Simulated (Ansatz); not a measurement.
SiC (model structure, P6₂22, No. 180, 6 atoms in the cell) was calculated with r²SCAN (Ansatz, an electronic-structure program, PAW).

Settings: plane-wave cutoff 560 eV, 24×24×8 k mesh (along the axes of the cell as run), Fermi–Dirac smearing 0.05 eV, scalar-relativistic PAW data made under PBE.

Cell (relaxed at this level):

CSi is taken in the hexagonal space group P6₂22 (No. 180), Pearson symbol hP6. Cell: a = b = 3.073 Å, c = 7.039 Å, α = β = 90.00°, γ = 120.00°. Si on 3d has 4 C at 1.933 Å. C on 3c is coordinated by 4 Si at 1.933 Å. (Neighbours: up to the widest gap in distance over summed covalent radii, below 1.35, at either atom.)

Problem. What does this level give for the band gap, Γ–Γ gap and bulk modulus?

Solution. 
- band gap = 1.18 eV (on the SCF k mesh)
- Γ–Γ gap = 3.84 eV
- bulk modulus = 231 GPa

Note: the bulk modulus is −V dP/dV from two relaxed cells at ±2 % in volume; the relaxation could raise the start's symmetry but not lower it, so the cell can be a saddle point.

Computed values are for the static lattice.

A model structure was made by putting elements into a prototype or built by hand; it is no filed structure, need not be a known phase, and can be a saddle point held by its symmetry.
